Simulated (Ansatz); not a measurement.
Sc2Si2O7 (C2/m), PBEsol, rigid bands (Ansatz, a first-principles code): N_v = 4.39e20 cm⁻³ at 300 K and a hole conductivity mass of 8.25 mₑ along y (a = (3.24, -4.24, 0.00) Å; b = (3.24, 4.24, 0.00) Å; c = (-1.03, 0.00, 4.58) Å).

### Question
For 1e17 holes per cm³ at 300 K, place the Fermi level, estimate the Seebeck coefficient of a parabolic band with constant τ, and give mobility and conductivity for τ = 5 fs.

### Answer
The level lies k_BT ln(N_v/p) = 0.217 eV above the valence-band maximum. S ≈ +(k_B/e)[ln(N_v/p) + 5/2] = 938 μV/K, against 927 μV/K from the full bands (mean over directions). μ = eτ/m = 1.07 cm²/(V·s) and σ = peμ = 0.0171 S/cm. τ is assumed, not computed.

Band transport and this doping are assumed; polarons and phonon drag are left out. Spin-orbit coupling is left out; where it splits the top of the valence band, N_v and the p-type Seebeck coefficient come out somewhat high without it.

Formula and space group known from diffraction (Crystallography Open Database), not checked to be the room-temperature form: Sc2Si2O7 (C2/m).
